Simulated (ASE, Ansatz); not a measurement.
One thermal frame of composition Li9Si7, cell Li36Si28, held well above this temperature first, at a temperature that wasn't checked against the liquidus, so perhaps supercooled [in the CHGNet run: it was liquid; mean temperature 961 K (target 970 K); density 1.46 g/cm³, volume +8 % from the start cell's], 970 K, computed in Ansatz (plane waves, PAW) at several levels on the same positions and k-sampling (one point, (1/4, 1/4, 1/4)); no spin polarisation or spin-orbit coupling.

The frame comes from MD with CHGNet (ASE). The base level is PBE (cutoff 420 eV), whose static pressure on this k-sampling is 0.7 GPa. On the run's last frame a denser k-mesh moved the forces by 0.045 eV/Å rms, the static pressure by 0.00 GPa and the free energy by 3 meV/atom, which is about how far such values are converged. CHGNet's forces on these frames are only 0.79 times the DFT ones, so the atoms are displaced more than DFT's own dynamics would at this temperature. That check is the base level's. Differences between levels on one k-sampling err less than the absolute values. Cutoffs of the other levels: 500 eV for r2SCAN, the files' default (420 eV for most) otherwise. Volume per atom 18.37 Å³.

```tsv
level	static pressure less the base's (GPa)	rms force change from the base (eV/Å)	cost
PBE	0	0	(base)
r2SCAN	-0.2	___	about 70 core-seconds (a rough figure)
```

Problem. Fill in the missing entries.

Solution. 
- r2SCAN, rms force change from the base (eV/Å): 0.07

Ansatz is a program for electronic structure.
